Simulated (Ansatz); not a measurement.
## Effect of isotropic strain +1.76 % on LiH

Take LiH in the rock salt structure (space group Fm-3m, No. 225; a = 4.007 Å) as the base.

The change: the cell is scaled by 1.0176 in all directions; the atoms relax in the strained cell.

All numbers come from Ansatz (a program for electronic structure) PBE, no spin-orbit coupling, earlier PAW set. k-mesh 14×14×14 (Γ-centred); smearing 0.05 eV (Fermi–Dirac).

The volume per atom goes up by 0.432 Å³ (8.04 Å³ → 8.48 Å³) and the shortest interatomic distance grows by 0.035 Å (2.004 Å → 2.039 Å). The energy rises by 2.4 meV/atom and the band gap grows by 0.04 eV, from 2.98 eV to 3.02 eV. The gap character is still direct at X and the mean gap deformation potential ΔEg/Δln V comes out as +0.7 eV. The width of the top valence band shrinks by 0.20 eV to 5.25 eV and the electron mass remains 0.12 mₑ along k, 1.0 mₑ across (at X).

Final structure:

```yaml
crystal:
  lattice:
    - [0.00000, 2.03900, 2.03900]
    - [2.03900, 0.00000, 2.03900]
    - [2.03900, 2.03900, 0.00000]
  atoms:
    - { symbol: H, position: [0.00000, 0.00000, 0.00000] }
    - { symbol: Li, position: [0.50000, 0.50000, 0.50000] }
```

Cost of the whole job for the changed cell (relaxation, final SCF and bands): around 4 core-seconds (rough).

Masses are band curvatures over ±0.01 Å⁻¹ around the edge. Along k means along the line from Γ to the band edge. Whether these cells are dynamically stable was not tested.
